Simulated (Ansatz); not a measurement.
A self-consistent single point of YCu2Ge2 (I4mm, 5 atoms in the cell) with Ansatz (a program for electronic structure).

Computed with LDA (PW92), default PAW files made with PBE (plane waves; Ansatz).

```
Y(CuGe)2
1.0
   -2.00931     2.00931     5.12180
    2.00931    -2.00931     5.12180
    2.00931     2.00931    -5.12180
Y Cu Ge
1 2 2
Direct
  0.00488   0.00488   0.00000
  0.75000   0.25000   0.50000
  0.25000   0.75000   0.50000
  0.61934   0.61934   0.00000
  0.38066   0.38066   0.00000
```

Reference input (self-consistent single point, DFT, LDA (PW92), plane waves, default PAW files made with PBE): basis.ecutwfc = 420 eV; kpoints.mp_grid.grid = 8 8 8; hamiltonian.xc = lda; hamiltonian.pseudopotentials = {kind: paw} (the program's default PAW files); scf.occupations.method = gaussian; scf.occupations.width = 0.1 eV. This run's input differs from it in these lines:

Ansatz 0.2 input:
```diff
@@ -14,3 +14,3 @@
 kpoints:
-  mp_grid: { grid: [8, 8, 8] }
+  mp_grid: { grid: [13, 13, 13] }
 hamiltonian:
@@ -19,3 +19,3 @@
 scf:
-  occupations: { method: gaussian, width: 0.1 eV }
+  occupations: { method: methfessel_paxton, width: 1.0 eV }
 output:
```

Output (repeated stretches shortened):

```
SCF iter   1: F=—  HF=-25291.235695 eV  |F-HF|=—  |Δ(HF+E_count)|=         —  Δρ=1.01e-2  dr2=3.96e-2  ethr=1.77e-3  ⟨swp⟩=5.5  Hψ=31949  notcnv=0
all-band conjugate gradients solve this SCF's bands
preconditioner: auto → Kerker (q_TF=auto, 2.696 Å⁻¹)
SCF iter   2: F=—  HF=-25291.225105 eV  |F-HF|=—  |Δ(HF+E_count)|=   1.06e-2  S|Δr|=    0.00e0  Δρ=3.07e-3  dr2=1.10e-2  ethr=5.15e-5  ⟨swp⟩=2.7  Hψ=19436  notcnv=0
   [... lines left out ...]
SCF iter   6: F=—  HF=-25291.222488 eV  |F-HF|=—  |Δ(HF+E_count)|=   3.59e-6  S|Δr|=    0.00e0  Δρ=3.20e-5  dr2=8.61e-7  ethr=6.68e-9  ⟨swp⟩=2.0  Hψ=15642  notcnv=0
SCF iter   7: F=—  HF=-25291.222488 eV  |F-HF|=—  |Δ(HF+E_count)|=   6.03e-7  S|Δr|=    0.00e0  Δρ=1.77e-5  dr2=3.61e-7  ethr=1.12e-9  ⟨swp⟩=2.0  Hψ=15559  notcnv=0
SCF iter   8: F=-25291.222487 eV  HF=-25291.222487 eV  |F-HF|=7.59e-8  |Δ(HF+E_count)|=   1.80e-7  S|Δr|=    0.00e0  Δρ=6.67e-6  dr2=5.73e-8  ethr=1.30e-10  ⟨swp⟩=6.4  Hψ=40977  notcnv=0
SCF 1 converged in 8 iterations: F = -25291.222487 eV  dr2 = 5.73e-8
Stability not checked (fill_not_monotonic)
Free energy (F): -25291.222487 eV
Internal energy: -25291.374511 eV  (E = F + TS)
E sigma→0 (E₀):  -25291.260493 eV
Entropy (-TS):   0.152023 eV (30.405 meV/atom)
Fermi energy:    13.677745 eV
--- Forces (eV/Å), atoms counted from 1 ---
  atom   1  Y      0.00000000     0.00000000    -0.16053801
  atom   2  Cu     0.00000000    -0.00000000     0.05767730
  atom   3  Cu    -0.00000000     0.00000000     0.05767730
  atom   4  Ge     0.00000000     0.00000000     0.24359809
  atom   5  Ge    -0.00000000    -0.00000000    -0.19834493
--- Stress (GPa, compression-positive) ---
       -5.121648       0.000000      -0.000000
        0.000000      -5.121648       0.000000
       -0.000000      -0.000000      -5.817447
  P = ⅓ Tr σ = -5.3536 GPa (-53.536 kbar)
  The stress holds the Pulay correction. Without it, at fixed plane waves, as pw.x and ABINIT print it: P = -5.4008 GPa
```

The run converged in 8 iterations. Against the reference run the free energy goes up by 9.0 meV/atom, the pressure goes from -5.12 to -5.35 GPa and the largest force goes from 0.197 to 0.244 eV/Å.

The starting cell comes from a database of computed structures (which also holds hypothetical and non-ambient phases and stackings), without a prior relaxation at this level. Its lattice was rescaled by up to half a per cent. One atom was moved a little off its site on purpose. Spin polarisation is off. With a pressure of about -5 GPa the cell is away from its equilibrium volume at this level. Ansatz's pressure includes its estimate of the finite-basis (Pulay) stress.

Cost on one core of a shared machine: roughly 80 s.
